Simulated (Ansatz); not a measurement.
Worked example: self-consistent single point of BiS (Cm, 4 atoms in the cell) in Ansatz (an electronic-structure program).

Method of the run: LDA (PW92), default PAW files made with PBE (plane waves; Ansatz).

```xyz
4
Lattice="2.8329 -2.7905 0.0000 2.8329 2.7905 0.0000 -1.6500 0.0000 10.8706" Properties=species:S:1:pos:R:3 pbc="T T T"
Bi     0.5064     0.0000     3.7755
Bi     3.5094     0.0000     7.1451
S      3.5202     0.0000     4.1917
S      0.4955     0.0000     6.6789
```

Reference input (self-consistent single point, DFT, LDA (PW92), plane waves, default PAW files made with PBE): basis.ecutwfc = 420 eV; kpoints.mp_grid.grid = 8 8 3; hamiltonian.xc = lda; hamiltonian.pseudopotentials = {kind: paw} (the program's default PAW files); scf.occupations.method = fermi_dirac; scf.occupations.width = 0.1 eV. This run's input differs from it in these lines:

Ansatz 0.2 input:
```diff
@@ -13,3 +13,3 @@
 kpoints:
-  mp_grid: { grid: [8, 8, 3] }
+  mp_grid: { grid: [11, 11, 4] }
 hamiltonian:
@@ -18,3 +18,3 @@
 scf:
-  occupations: { method: fermi_dirac, width: 0.1 }
+  occupations: { method: fermi_dirac, width: 0.02 }
 output:
```

The program printed (abridged):

```
SCF iter   1: F=—  HF=-25910.779529 eV  |F-HF|=—  |Δ(HF+E_count)|=         —  Δρ=5.30e-3  dr2=7.37e-2  ethr=1.77e-3  ⟨swp⟩=7.6  Hψ=18284  notcnv=0
all-band conjugate gradients solve this SCF's bands
preconditioner: auto → LDOS
SCF iter   2: F=—  HF=-25910.765156 eV  |F-HF|=—  |Δ(HF+E_count)|=   1.44e-2  Δρ=1.83e-3  dr2=7.01e-3  ethr=1.75e-4  ⟨swp⟩=2.5  Hψ=7179  notcnv=0  defer=86
   [... lines left out ...]
SCF iter   4: F=—  HF=-25910.763192 eV  |F-HF|=—  |Δ(HF+E_count)|=   7.11e-4  Δρ=2.00e-4  dr2=1.06e-4  ethr=7.36e-6  ⟨swp⟩=2.0  Hψ=6346  notcnv=0  defer=86
SCF iter   5: F=—  HF=-25910.763176 eV  |F-HF|=—  |Δ(HF+E_count)|=   1.57e-5  Δρ=5.13e-5  dr2=1.24e-5  ethr=2.53e-7  ⟨swp⟩=2.0  Hψ=5846  notcnv=0  defer=86
SCF iter   6: F=—  HF=-25910.763173 eV  |F-HF|=—  |Δ(HF+E_count)|=   2.90e-6  Δρ=1.73e-5  dr2=1.76e-6  ethr=2.95e-8  ⟨swp⟩=3.0  Hψ=6450  notcnv=0  defer=86
SCF iter   7: F=-25910.763173 eV  HF=-25910.763173 eV  |F-HF|=7.97e-8  |Δ(HF+E_count)|=   8.45e-8  Δρ=4.01e-6  dr2=9.74e-8  ethr=2.38e-10  ⟨swp⟩=7.7  Hψ=17047  notcnv=0
SCF 1 converged in 7 iterations: F = -25910.763173 eV  dr2 = 9.74e-8
Free energy (F): -25910.763173 eV
Internal energy: -25910.758535 eV  (E = F + TS)
E sigma→0 (E₀):  -25910.760854 eV
Entropy (-TS):   -0.004638 eV (-1.159 meV/atom)
Fermi energy:    4.113957 eV
--- Forces (eV/Å), atoms counted from 1 ---
  atom   1  Bi     0.05150671    -0.00000000     0.19730166
  atom   2  Bi    -0.05327087     0.00000000    -0.25656239
  atom   3  S     -0.07130475     0.00000000     0.15393847
  atom   4  S      0.07305680    -0.00000000    -0.09464714
--- Stress (GPa, compression-positive) ---
       -1.730349       0.000000       0.002415
        0.000000      -1.365309       0.000000
        0.002414       0.000000      -1.039832
  P = ⅓ Tr σ = -1.3785 GPa (-13.785 kbar)
  The stress holds the Pulay correction. Without it, at fixed plane waves, as pw.x and ABINIT print it: P = -1.3923 GPa
```

The run converged in 7 iterations. Against the reference run the free energy rises by 9.4 meV/atom, the pressure hardly changes (-1.39 to -1.38 GPa) and the largest force goes from 0.247 to 0.262 eV/Å.

The starting cell comes from a database of computed structures (which also holds hypothetical and non-ambient phases and stackings), without a prior relaxation at this level. Its lattice was rescaled by up to half a per cent. One atom was moved a little off its site on purpose. Spin-orbit coupling is off. Ansatz's pressure includes its estimate of the finite-basis (Pulay) stress. The run gives no clean gap (levels at the Fermi energy touch, overlap or are partly filled at this smearing), which alone does not show that the compound is a metal.

Cost on one core of a shared machine: roughly 90 s.
